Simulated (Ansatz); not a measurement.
The reference is AlN in the zinc blende structure (space group F-43m, No. 216).

```
AlN
1.0
    0.00000     2.18887     2.18887
    2.18887     0.00000     2.18887
    2.18887     2.18887     0.00000
Al N
1 1
Direct
  0.00000   0.00000   0.00000
  0.25000   0.25000   0.25000
```

Cartesian axes are those of the cell as printed.

Calculations: Kohn–Sham DFT with the PBEsol functional, run in Ansatz (a program for electronic structure) with PAW and 420 eV plane waves, no spin-orbit coupling.

Before the change:

Smallest direct gap: 4.06 eV
Band gap: 3.19 eV
Pressure: -0.01 GPa

Perturbation: uniaxial strain ε_zz = +1.50 %, all other strain components held at zero, atoms relaxed at fixed cell.

Question: Estimate the effect on the smallest direct gap, band gap and pressure.

Answer: The smallest direct gap decreases by 0.15 eV (4.06 eV → 3.91 eV); the band gap shrinks by 0.05 eV, from 3.19 eV to 3.14 eV; the pressure (mean of the normal stresses, compression positive) shrinks by 2.91 GPa to -2.92 GPa.

Whether these cells are dynamically stable was not tested. This is not the structure that AlN has at room temperature and ambient pressure.
